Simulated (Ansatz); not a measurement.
ZrC: stress against strain

ZrC (rock salt, Fm-3m, 12.723 Å³/atom at rest, cube axes along x, y and z) under a strain ε along a cube axis (axis z), the other axes held. PBEsol in Ansatz, a plane-wave DFT program (PAW, default set), 420 eV, 21×21×21 Γ-centred mesh, Fermi-Dirac smearing 0.10 eV; ions are relaxed within the symmetry of each cell. Stress is positive for a compressed cell.

Here s stands for strain and y for stress zz.

```
strain (%)  stress zz (GPa)
----------  ---------------
-1.50                  8.07
-1.00                  5.24
-0.50                  2.55
0.00                   0.00
0.50                  -2.42
1.00                  -4.71
1.50                  -6.88
3.00                      ?
```

### Question
Using a straight line, estimate the missing y at s = 3.00 from the other rows, showing the fit.

### Answer
Means: s 0, y 0.264. About the means, the sum of products is -34.860 and the sum of squares of s is 7.0000; the slope is their ratio. Least squares gives y = 0.264 - 4.9800·s. Residuals (row less fit): 0.336, -0.004, -0.204, -0.264, -0.194, 0.006, 0.326; standard error 0.271 (degrees of freedom: 5). The slope gives the elastic constant C11 = 498 ± 10 GPa. At the withheld row, y = 0.264 - 4.9800 × 3.0 = -14.676 GPa. The calculation gives -12.69 GPa, 1.986 GPa above the prediction (9.6 % of the range of y in the table). The row lies outside the fitted rows, so this is an extrapolation. From the scatter of the fitted rows alone, a prediction at this place has a standard error of 0.423 GPa, so the miss is 4.7 times that.

One order more, fitted to all 13 runs of the series, follows each within 0.05, so the miss is the next term of a smooth law. In a metal these values are sensitive to mesh and smearing; energies are taken to zero smearing, stresses follow the free energy. Rows are the converged runs of the series near zero and its far end; series whose fitted rows scatter by over a few per cent of the range, as at a crossing or softening among them, aren't shown in this form. Most that stay on the fit to the last digits aren't either.
